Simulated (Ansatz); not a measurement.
# CuAu: response to strain

The parent structure is CuAu (space group P4/mmm, No. 123; a = 2.813 Å, c = 3.593 Å; relaxed with 0.1 eV smearing). Axes: x, y, z lie along a, b, c of the conventional cell.

Strains are applied to the cell and any free atomic positions relax.

All numbers come from PBEsol, PAW, 420 eV (Ansatz, a first-principles code; no SOC).

Candidates:
(a) uniaxial strain ε_xx = +0.50 %
(b) uniaxial strain ε_xx = −2.50 %
(c) uniaxial strain ε_xx = +2.50 %
(d) uniaxial strain ε_xx = +1.50 %
(e) uniaxial strain ε_xx = −2.00 %

Notes on the quantities. energy relative to the base: free energy F.

Task: Order them by energy relative to the base, highest first.

Result: (b) uniaxial strain ε_xx = −2.50 % (+6.5 meV/atom), (c) uniaxial strain ε_xx = +2.50 % (+5.3 meV/atom), (e) uniaxial strain ε_xx = −2.00 % (+4.1 meV/atom), (d) uniaxial strain ε_xx = +1.50 % (+2.0 meV/atom), (a) uniaxial strain ε_xx = +0.50 % (+0.2 meV/atom)

No phonon test of stability was made. The final runs are not spin-polarised.
